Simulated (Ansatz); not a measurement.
## Pressure series in hypothetical Pm-3m VN

The parent structure is VN (space group Pm-3m, No. 221; a = 3.901 Å; a hypothetical phase, not in the database extracts checked).

Cell and atoms are relaxed at each pressure.

Level of theory: plane-wave PAW DFT at the PBEsol level (Ansatz, a quantum-chemistry and plane-wave program, 420 eV), without spin-orbit coupling.

Notes on the quantities. enthalpy: H = E + PV relative to the base's energy.

```csv
case,enthalpy,shortest interatomic distance,density
base,–,195.1 pm,5.45 g/cm³
pressure −2 GPa,-0.12 eV/atom,195.5 pm,5.41 g/cm³
pressure −1 GPa,-0.06 eV/atom,195.3 pm,5.43 g/cm³
pressure 0.3 GPa,+0.02 eV/atom,195.0 pm,5.46 g/cm³
pressure 0.7 GPa,+0.04 eV/atom,194.9 pm,5.46 g/cm³
pressure 1.5 GPa,+0.09 eV/atom,194.7 pm,5.48 g/cm³
pressure 3 GPa,+0.18 eV/atom,194.4 pm,5.51 g/cm³
pressure 5 GPa,+0.31 eV/atom,194.0 pm,5.54 g/cm³
pressure 7.5 GPa,+0.46 eV/atom,…,…
pressure 10 GPa,+0.61 eV/atom,193.0 pm,5.63 g/cm³
```

Q: Fill in the withheld entries from the trend.

A: 
- pressure 7.5 GPa, shortest interatomic distance: 193.5 pm
- pressure 7.5 GPa, density: 5.59 g/cm³

Load acts through the strain it causes; cell and atoms are relaxed under it. Whether these cells are dynamically stable was not tested. No other phases were tried under pressure. Seeded moments were not kept for the base. All final runs are without spin polarisation.
